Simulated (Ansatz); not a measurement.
# SnO with two functionals, pressure −1 GPa

Consider SnO in the litharge type structure (space group P4/nmm, No. 129; a = 3.8371 Å, c = 4.7586 Å; layered, stacked along the Cartesian z axis).

(Cell as relaxed with PBE-D3(BJ).)

Levels (all Ansatz, a first-principles code, PAW): PBE-D3(BJ) (420 eV, no SOC); r2SCAN+rVV10 (500 eV, scalar-relativistic without spin-orbit coupling).

Each level relaxes its own structure.

```
base                 PBE-D3(BJ)  r2SCAN+rVV10
-------------------  ----------  ------------
volume per atom        17.52 Å³      17.14 Å³
lattice parameter a     3.837 Å       3.793 Å
band gap                   zero          zero
```

Perturbation: a negative pressure, −1 GPa.

```
quantity              PBE-D3(BJ)     r2SCAN+rVV10
---------------  ---------------  ---------------
gap character    indirect, Γ → M  indirect, Γ → M
volume per atom         18.14 Å³         17.75 Å³
band gap                 0.21 eV          0.26 eV
c/a ratio                  1.268            1.288
```

PBE-D3(BJ)'s volume per atom lies 0.39 Å³ above r2SCAN+rVV10's (2.2 %); PBE-D3(BJ)'s band gap lies 0.058 eV below r2SCAN+rVV10's; PBE-D3(BJ)'s c/a ratio lies 0.0194 below r2SCAN+rVV10's; the two agree on the gap character. Neither level is exact; r2SCAN+rVV10 is the comparison here, not a measurement.

Load acts through the strain it causes; cell and atoms are relaxed under it. Stability against distortions was not tested. The final runs are not spin-polarised. The zero or small gap of SnO can change with the level of theory.
